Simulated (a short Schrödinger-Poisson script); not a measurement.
Stack: MOS inversion layer, SiO2 on p-type Si(100), at 300 K.

From the gate side: 1.8 nm SiO2; 1400 nm Si, acceptors 1e17 cm⁻³.

Constants are typed, rounded textbook-type inputs, not results; the design itself was drawn at random and stands for no fabricated device. SiO2: permittivity 3.9, conduction-band edge (eV) 3.15, gap (eV) 9, electron mass (mₑ) 0.5. Si: permittivity 11.7, conduction-band edge (eV) 0, gap (eV) 1.124, Nv at 300 K (cm⁻³) 3.1e19.

Channel valleys (confinement mass, in-plane density-of-states mass, number): Δ2 0.916, 0.19, 2; Δ4 0.19, 0.417, 4. At the gate the conduction-band edge of layer 1 lies 3.2 eV − eVg above the Fermi level of the channel; the field vanishes at the back. Gaps are held at their typed values at every temperature. Mesh 0.03 nm at interfaces.

From a short Schrödinger-Poisson script (our own, NumPy): 1D Poisson equation in equilibrium, electrons quantum, Hartree (BenDaniel-Duke, 12 states a valley, the channel's in-plane mass for all, wave functions free to enter the dielectric), parabolic valleys, classical holes, full ionisation, no traps, pinning or gate leakage.

| Vg (V) | electrons (cm⁻²) | C (μF/cm²) | Δ2 E0 (meV from the Fermi level) | Δ4 E0 (meV from the Fermi level) |
|---|---|---|---|---|
| -0.05 | 1.55e9 | 0.107 | 231.7 | 260.8 |
| 0 | 8.91e9 | 0.142 | 186.0 | 215.6 |
| 0.05 | 4.56e10 | 0.300 | 143.1 | 173.5 |
| 0.1 | 1.67e11 | 0.624 | 108.6 | 140.2 |
| 0.15 | 3.97e11 | 0.912 | 84.7 | 118.1 |
| 0.2 | 7.04e11 | 1.09 | 68.2 | 103.7 |
| 0.25 | 1.06e12 | 1.20 | 56.0 | 93.6 |
| 0.3 | 1.44e12 | 1.28 | 46.3 | 86.0 |
| 0.35 | 1.85e12 | 1.33 | 38.2 | 80.1 |
| 0.4 | 2.27e12 | 1.38 | 31.3 | 75.2 |
| 0.45 | 2.71e12 | 1.41 | 25.2 | 71.0 |
| 0.5 | 3.15e12 | 1.44 | 19.8 | 67.4 |
| 0.55 | 3.60e12 | 1.46 | 14.8 | 64.3 |
| 0.6 | 4.06e12 | 1.48 | 10.3 | 61.5 |
| 0.65 | 4.52e12 | 1.49 | 6.1 | 58.9 |
| 0.7 | 4.99e12 | 1.51 | 2.1 | 56.6 |
| 0.75 | 5.46e12 | 1.52 | -1.6 | 54.4 |
| 0.8 | 5.94e12 | 1.53 | -5.2 | 52.4 |
| 0.85 | 6.42e12 | 1.54 | -8.6 | 50.5 |

Gate voltages with under 1e9 electrons/cm² are left out.

**Question.** At Vg = 0.85 V the lowest Δ2 subband lies at -8.6 meV from the Fermi level. How many electrons does it hold, and what share of all?

**Answer.** The two-dimensional density of states is g m/(πħ²) = 1.59e11 cm⁻² meV⁻¹ (both spins), kT = 25.9 meV, so n = D kT ln(1 + exp(−E/kT)) = 3.58e12 cm⁻², 0.56 of the 6.42e12 cm⁻² in all.

**Question.** Compare the slope of the sheet density between 0.75 and 0.85 V with the geometric capacitance of the layers between gate and channel.

**Answer.** q Δn/ΔV = 1.54 μF/cm²; ε0/Σ(t/ε) = 1.92 μF/cm². The ratio is 0.80: the channel acts as a further capacitance in series.
